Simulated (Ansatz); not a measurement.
Input and output of a self-consistent single point for Cu3Sn (P3m1, 8 atoms in the cell) (Ansatz, a first-principles code).

Computed with PBEsol, default PAW files made with PBE (plane waves; Ansatz).

```
CELL_PARAMETERS angstrom
      5.53432     0.00000     0.00000
     -2.76716     4.79286     0.00000
      0.00000     0.00000     4.29405
ATOMIC_POSITIONS crystal
  Cu 0.15577 0.84423 0.75000
  Cu 0.84423 0.15577 0.25000
  Cu 0.31154 0.15577 0.25000
  Cu 0.68846 0.84423 0.75000
  Cu 0.15577 0.31154 0.75000
  Cu 0.84423 0.68846 0.25000
  Sn 0.33333 0.66667 0.26164
  Sn 0.66667 0.33333 0.75000
```

Reference input (self-consistent single point, DFT, PBEsol, plane waves, default PAW files made with PBE): basis.ecutwfc = 420 eV; kpoints.mp_grid.grid = 5 5 6; hamiltonian.xc = pbesol; hamiltonian.pseudopotentials = {kind: paw} (the program's default PAW files); scf.occupations.method = fermi_dirac; scf.occupations.width = 0.1 eV. This run's input differs from it in these lines:

Ansatz 0.2 input:
```diff
@@ -18,3 +18,3 @@
 kpoints:
-  mp_grid: { grid: [5, 5, 6] }
+  mp_grid: { grid: [4, 4, 5] }
 hamiltonian:
@@ -23,3 +23,3 @@
 scf:
-  occupations: { method: fermi_dirac, width: 0.1 }
+  occupations: { method: fermi_dirac, width: 0.05 }
 output:
```

Log, with long lists cut:

```
SCF iter   1: F=—  HF=-51432.163287 eV  |F-HF|=—  |Δ(HF+E_count)|=         —  Δρ=1.56e-2  dr2=1.53e-1  ethr=1.77e-3  ⟨swp⟩=5.8  Hψ=4415  notcnv=0  defer=11
all-band conjugate gradients solve this SCF's bands
preconditioner: auto → Kerker (q_TF=auto, 2.830 Å⁻¹)
SCF iter   2: F=—  HF=-51432.132493 eV  |F-HF|=—  |Δ(HF+E_count)|=   3.08e-2  Δρ=2.03e-3  dr2=3.71e-3  ethr=1.08e-4  ⟨swp⟩=2.0  Hψ=1956  notcnv=0  defer=94
   [... lines left out ...]
SCF iter   5: F=—  HF=-51432.129822 eV  |F-HF|=—  |Δ(HF+E_count)|=   4.47e-5  Δρ=9.47e-5  dr2=3.04e-5  ethr=1.14e-7  ⟨swp⟩=2.0  Hψ=1575  notcnv=0  defer=94
SCF iter   6: F=—  HF=-51432.129823 eV  |F-HF|=—  |Δ(HF+E_count)|=   1.78e-6  Δρ=3.16e-5  dr2=2.69e-6  ethr=2.14e-8  ⟨swp⟩=2.1  Hψ=1631  notcnv=0  defer=94
SCF iter   7: F=—  HF=-51432.129823 eV  |F-HF|=—  |Δ(HF+E_count)|=   1.33e-7  Δρ=1.48e-5  dr2=2.69e-7  ethr=1.90e-9  ⟨swp⟩=2.0  Hψ=1771  notcnv=0  defer=94
SCF iter   8: F=-51432.129823 eV  HF=-51432.129823 eV  |F-HF|=4.88e-9  |Δ(HF+E_count)|=   6.90e-8  Δρ=3.25e-6  dr2=6.90e-9  ethr=7.04e-11  ⟨swp⟩=9.3  Hψ=5505  notcnv=0
SCF 1 converged in 8 iterations: F = -51432.129823 eV  dr2 = 6.90e-9
Free energy (F): -51432.129823 eV
Internal energy: -51432.087056 eV  (E = F + TS)
E sigma→0 (E₀):  -51432.108439 eV
Entropy (-TS):   -0.042768 eV (-5.346 meV/atom)
Fermi energy:    15.839170 eV
--- Forces (eV/Å), atoms counted from 1 ---
  atom   1  Cu    -0.04512356     0.02605210     0.11185894
  atom   2  Cu     0.03670385    -0.02119098    -0.01427214
  atom   3  Cu    -0.03670385    -0.02119098    -0.01427214
  atom   4  Cu     0.04512356     0.02605210     0.11185894
  atom   5  Cu     0.00000000    -0.05210420     0.11185894
  atom   6  Cu    -0.00000000     0.04238196    -0.01427214
  atom   7  Sn    -0.00000000     0.00000000    -0.32596922
  atom   8  Sn     0.00000000    -0.00000000     0.03321086
--- Stress (GPa, compression-positive) ---
       -2.870286      -0.000000       0.000000
        0.000000      -2.870286       0.000000
        0.000000       0.000000      -3.863855
  P = ⅓ Tr σ = -3.2015 GPa (-32.015 kbar)
  The stress holds the Pulay correction. Without it, at fixed plane waves, as pw.x and ABINIT print it: P = -3.3027 GPa
```

The run converged in 8 iterations. Against the reference run the free energy rises by 27.5 meV/atom, the pressure goes from -3.67 to -3.20 GPa and the largest force moves little (0.324 to 0.326 eV/Å).

The starting cell comes from a database of computed structures (which also holds hypothetical and non-ambient phases and stackings), without a prior relaxation at this level. Its lattice was rescaled by up to half a per cent. One atom was moved a little off its site on purpose. Spin polarisation is off. With a pressure of about -3 GPa the cell is away from its equilibrium volume at this level. Ansatz's pressure includes its estimate of the finite-basis (Pulay) stress.
